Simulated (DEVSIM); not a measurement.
System: Schottky contact on n-type β-Ga2O3, at 250 K.

Layer 1 from the left is β-Ga2O3, thickness (μm) 0.930, Nd (cm⁻³) 2e16, τn (s) 3.2e-8, τp (s) 3.2e-8. Layer 2 from the left is β-Ga2O3, thickness (μm) 45.0, Nd (cm⁻³) 1.4e18, τn (s) 3.2e-8, τp (s) 3.2e-8.

Left contact: Schottky, work function 4.81 eV, emission velocity 4.5e6 cm/s. Right contact: ohmic. Voltage is applied to the left contact. Recombination: SRH at mid-gap, Auger. Mobility is μmin + (μ − μmin)/(1 + (N/Nref)^α).

This is a model device: material constants are rounded textbook-type values typed into the input, and sizes, dopings and lifetimes were drawn at random. Values at 300 K; Nc and Nv go as T^1.5, mobilities as T to minus their exponent, the gap by Varshni's rule with the affinity fixed.

β-Ga2O3: gap (eV) 4.8, affinity (eV) 4, permittivity 10, Nc (cm⁻³) 3.7e18, Nv (cm⁻³) 5e20, μn (cm²/Vs) 160, μp (cm²/Vs) 1, μn,min 20, μp,min 0.1, Nref,n 1e18, Nref,p 1e18, αn 0.8, αp 0.8, T exponent of μn 1.8, T exponent of μp 1.5, Cn (cm⁶/s) 1e-31, Cp (cm⁶/s) 1e-31, Varshni α (eV/K) 0.0004, Varshni β (K) 600.

DEVSIM, 1D drift-diffusion, Boltzmann statistics, complete ionisation; no tunnelling, impact ionisation, image-force lowering or self-heating. Metal contacts follow the ideal Schottky-Mott rule: no Fermi-level pinning, no interface dipoles.

Dark forward current:

```csv
|V| (V),|J| (A/cm²)
0.05,6.637e-10
0.10,7.346e-9
0.15,7.458e-8
0.20,7.500e-7
0.25,7.520e-6
0.30,7.517e-5
0.35,0.0007485
0.40,0.007411
0.45,0.07268
0.50,0.6969
0.55,6.085
0.60,36.12
0.65,111.4
0.70,218.9
0.75,343.1
0.80,476.5
0.85,615.4
0.90,757.9
0.95,903.1
1.00,1050
1.05,1199
1.10,1349
1.15,1499
1.20,1651
1.25,1803
1.30,1956
```

Task: Work out the local ideality factor n = ΔV / (kT/q · ln(J2/J1)) between the rows 0.10 and 0.15 V, 1.25 and 1.30 V.

Result: kT/q = 21.54 mV. From 0.10 to 0.15 V: ln(7.458e-8/7.346e-9) = 2.318, n = 1.00, near the 1 of diffusion or emission over a barrier. From 1.25 to 1.30 V: ln(1956/1803) = 0.081, n = 28.50; the layers' resistance at their doping, Σ W/(qμN) = 0.00031 Ω cm², would take 48 mV of this step of 50 mV.

Task: Estimate the current at 0.30 V for emission alone, J0 = q v N_band exp(−φB/kT), and read the barrier back from the simulated current.

Result: φB = 0.810 eV, N_band = 2.81e18 cm⁻³, J0 = 9.46e-11 A/cm²; J = J0 (exp(qV/kT) − 1) = 0.000106 A/cm². The simulation gives 7.52e-5 A/cm²; the estimate lies 41 % above. Read backwards, the simulated current gives an apparent barrier of 0.817 eV. The estimate leaves out transport through the depletion region and minority injection.
